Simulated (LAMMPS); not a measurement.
Molecular dynamics of Al (fcc) with 10 % of Al sites Si, 864 atoms, at 300 K and 0 GPa, heated as the crystal.

All values are model results, not measurements: classical MD, pair style meam, file AlSiMgCuFe.meam, run in LAMMPS.

Question: Give the first peak of g(r), Al-Si, the first peak of g(r), Si-Si, the most common Al-Si-Al angle as this potential yields it.

Answer: first peak of g(r), Al-Si: 2.66 Å, height 2.8; first peak of g(r), Si-Si: 2.98 Å, height 6.7; most common Al-Si-Al angle: in the 3° bin centred on 61.5° (mean of all 98°).

Caution: the random arrangement on this lattice is imposed, and need not be a phase that exists in equilibrium.
